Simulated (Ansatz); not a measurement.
How far to go with the k-point mesh at a smearing width of 0.02 eV: VMo (Cmm2, 2 atoms in the cell)

```
VMo
1.0
    1.52959    -2.21291     0.00000
    1.52959     2.21291     0.00000
    0.00000     0.00000     4.20786
V Mo
1 1
Direct
  0.50000   0.50000   0.51188
  0.00000   0.00000   0.00000
```

Method: LDA (PW92), default PAW files made with PBE (plane waves; Ansatz, a program for electronic structure).

Base settings: basis.ecutwfc = 420 eV; kpoints.mp_grid.grid = 13 13 8; hamiltonian.xc = lda; hamiltonian.pseudopotentials = {kind: paw} (the program's default PAW files); scf.occupations.method = gaussian; scf.occupations.width = 0.1 eV.

In this ladder: scf.occupations.width = 0.02 eV.

Only quantities that move along the ladder and can be compared are tabulated.

The count of work is k-points × plane waves × bands × iterations; it is no time. 

The starting cell comes from a database of computed structures (which also holds hypothetical and non-ambient phases and stackings), without a prior relaxation at this level. Its lattice was rescaled by up to half a per cent. One atom was moved a little off its site on purpose. Spin polarisation is off. In the base run, with a pressure of about -7 GPa the cell is away from its equilibrium volume at this level. Ansatz's pressure includes its estimate of the finite-basis (Pulay) stress.

| kpoints.mp_grid.grid | free energy less the last step's (meV/atom) | pressure (GPa) | largest difference of a force vector from the last step's (eV/Å) | count of work / last |
|---|---|---|---|---|
| 5 5 3 | 12.88 | -9.25 | 0.094 | 0.0070 |
| 6 6 4 | 6.38 | -7.55 | 0.038 | 0.015 |
| 7 7 4 | -10.00 | -8.07 | 0.069 | 0.019 |
| 8 8 5 | 4.46 | -7.38 | 0.005 | 0.025 |
| 10 10 6 | -1.63 | -7.57 | 0.010 | 0.048 |
| 12 12 7 | -0.45 | -7.46 | 0.004 | 0.058 |
| 14 14 9 | 0.37 | -7.83 | 0.004 | 0.11 |
| 17 17 10 | 0.06 | -7.63 | 0.021 | 0.19 |
| 25 25 15 | -0.34 | -7.69 | 0.006 | 0.53 |
| 31 31 19 | 0.00 | -7.67 | 0.000 | 1.0 |

Coarsest kpoints.mp_grid.grid that holds the pressure within 0.5 GPa of the last step, with all finer ones: 6 6 4, at 0.015 of the last step's count of work; the step before is off by 1.6 GPa.

Coarsest kpoints.mp_grid.grid that holds the free energy within 5 meV/atom of the last step, with all finer ones: 8 8 5, at 0.025 of the last step's count of work; the step before is off by 10 meV/atom.

Coarsest kpoints.mp_grid.grid that holds the forces within 0.005 eV/Å: not settled: the last two steps still differ by 0.006 eV/Å, over half the tolerance, so the ladder does not show it.

Keys are those of Ansatz 0.2.
